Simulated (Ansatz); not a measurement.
GaN: band gap against strain

GaN (zinc blende, F-43m, 11.375 Å³/atom at rest) under an equal strain ε in the (001) plane with the normal axis free, as in a coherent film. r2SCAN in Ansatz, a plane-wave DFT program (PAW, default set), 500 eV, 13×13×13 Γ-centred mesh, Fermi-Dirac smearing 0.05 eV; ions are relaxed within the symmetry of each cell. Gaps are the smallest over the k-mesh and a band path, without spin-orbit coupling; in all rows the valence edge lies at Γ and the conduction edge at Γ.

Here s stands for strain and Eg for gap.

| strain (%) | gap (eV) |
|---|---|
| -3.00 | ? |
| -1.50 | 2.212 |
| -1.00 | 2.198 |
| -0.50 | 2.183 |
| 0.00 | 2.168 |

Taking a straight line for Eg over the 4 complete rows: Means: s -0.75000, Eg 2.1902. About the means, the sum of products is -0.036750 and the sum of squares of s is 1.2500; the slope is their ratio. Least squares gives Eg = 2.1682 - 0.02940·s. Residuals (row less fit): -0.0003, 0.0004, 0.0001, -0.0002; standard error 0.0004 (degrees of freedom: 2). Over these rows the gap moves by -2.9 ± 0.03 eV per unit strain.

**Question.** Estimate the missing Eg (s = -3.00); what did the run itself give?

**Answer.** Eg = 2.1682 - 0.02940 × (-3.0) = 2.2564 eV. The calculation gives 2.253 eV, 0.0034 eV below the prediction (4.0 % of the range of Eg in the table). The row lies outside the fitted rows, so this is an extrapolation. The fitted rows scatter only by rounding.

One order more, fitted to all 7 runs of the series, follows each within 0.001, so the miss is the next term of a smooth law. GaN is here a metastable form; wurtzite is the usual one. Rows are the converged runs of the series near zero and its far end; series whose fitted rows scatter by over a few per cent of the range, as at a crossing or softening among them, aren't shown in this form. Most that stay on the fit to the last digits aren't either.
